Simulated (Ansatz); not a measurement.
System: TiSi2 (Fddd, No. 70). Method: r²SCAN (Ansatz, a program for electronic structure, PAW).

Numerical settings: plane-wave cutoff 560 eV, 16×16×16 k mesh, Fermi–Dirac smearing 0.05 eV, no spin polarisation, scalar-relativistic PAW data made under PBE.

Cell (relaxed at this level):

TiSi2 is taken in the orthorhombic space group Fddd, origin choice 1 (No. 70), Pearson symbol oF24. Lattice parameters: a = 4.780 Å, b = 8.229 Å, c = 8.525 Å, α = 90.00°, β = 90.00°, γ = 90.00°. Ti on 8b is surrounded by 4 Si at 2.547 Å and 6 Si at 2.738–2.777 Å and 4 Ti at 3.194 Å. Si on 16f is coordinated by 2 Si at 2.520 Å and 3 Si at 2.674–2.790 Å and 2 Ti at 2.547 Å and 3 Ti at 2.738–2.777 Å. (Neighbours: up to the widest gap in distance over summed covalent radii, below 1.35, at either atom; cation-cation and far metal-metal contacts left out.)
(The calculation used a cell of 6 atoms; values per cell refer to that cell.)

Problem. Estimate the bulk modulus that the calculation returns.

Solution. 
bulk modulus: 147 GPa

The run finds no gap.

Note: the bulk modulus is −V dP/dV from two relaxed cells at ±2 % in volume.

Computed values are for the static lattice.

It cost roughly 13 core-minutes of CPU time.
